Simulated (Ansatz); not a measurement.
**Nb$_{2}$C (space group Pnma, No. 62; a cell from a computed database, its experimental status unchecked)**

Space group Pnma (No. 62); a = 10.8680 Å, b = 3.0737 Å, c = 4.9473 Å, α = 90.00°, β = 90.00°, γ = 90.00°

```json
[
 {"atom": "Nb", "site": "4c", "symmetry": ".m.", "x": "0.2040", "y": "0.2500", "z": "0.2365"},
 {"atom": "Nb", "site": "4c", "symmetry": ".m.", "x": "0.0450", "y": "0.2500", "z": "0.7459"},
 {"atom": "C", "site": "4c", "symmetry": ".m.", "x": "0.1248", "y": "0.7500", "z": "0.4916"}
]
```

Calculations: plane-wave PAW DFT at the PBEsol level (Ansatz, a first-principles code, 420 eV), spin-orbit coupling left out. Γ-centred 4×12×8 mesh, Fermi–Dirac width 0.05 eV.

The volume per atom is 13.77 Å³ and the density is 7.95 g/cm³. The band gap is zero and the total energy is -3079.758 eV/atom (σ→0; compares only within this code and set-up).

No phonon test of stability was made. All final runs are without spin polarisation.
